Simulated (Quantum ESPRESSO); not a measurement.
Quantum ESPRESSO is run on ZrIn (R-3m, 2 atoms in the cell), and the run fails. The aim is a self-consistent single point with DFT, LDA (PZ), plane waves, GBRV 1.5 ultrasoft (LDA) pseudopotentials.

Cell that was meant: a = 5.4518 Å, b = 5.4518 Å, c = 5.4518 Å, α = 34.54°, β = 34.54°, γ = 34.54°.

Part of the input:

```fortran
  cosAB = 0.823776769829
  nat = 2
  ntyp = 2
  ecutwfc = 40.0
  ecutrho = 320
  occupations = 'smearing'
  smearing = 'gaussian'
[...]
In   114.8180  in_lda_v1.4.uspp.F.UPF
ATOMIC_POSITIONS {crystal}
Zr    0.5000000000    0.5000000000    0.5000000000
In    0,0000000000    0,0000000000    0,0000000000
K_POINTS {automatic}
8 8 8  0 0 0
```

Output (repeated stretches shortened):

```
     This program is part of the open-source Quantum ESPRESSO suite
     for quantum simulation of materials; please cite

[eval_infix.c] A parsing error occurred
helper string:
0,0000000000
error code:
Error: invalid token: ,

 %%%%%%%%%%%%%%%%%%%%%%%%%%%%%%%%%%%%%%%%%%%%%%%%%%%%%%%%%%%%%%%%%%%%%%%%%%%%%%
     Error in routine card_atomic_positions (1):
     Error while parsing atomic position card.
 %%%%%%%%%%%%%%%%%%%%%%%%%%%%%%%%%%%%%%%%%%%%%%%%%%%%%%%%%%%%%%%%%%%%%%%%%%%%%%

     stopping ...
```

Question: Read the log: what does the program object to, and what is the fix?

Answer: The fault is decimal commas. The program does not read a comma as a decimal mark. To fix it, use decimal points. The program stopped before any SCF iteration.

The sound input it was made from differs as follows (other fixes are possible):
```diff
-  ecutwfc = 40.0
+  ecutwfc = 40
-In    0,0000000000    0,0000000000    0,0000000000
+In    0.0000000000    0.0000000000    0.0000000000
```

With that input, the run converged in 10 iterations: free energy E − TS -3162.5004 eV; Fermi level (on the code's own zero) 12.57 eV; pressure -7.36 GPa (DFT, LDA (PZ), plane waves, GBRV 1.5 ultrasoft (LDA) pseudopotentials).

On the sound input: the starting cell comes from a database of computed structures (which also holds hypothetical and non-ambient phases and stackings), without a prior relaxation at this level. With a pressure of about -7 GPa the cell is away from its equilibrium volume at this level.
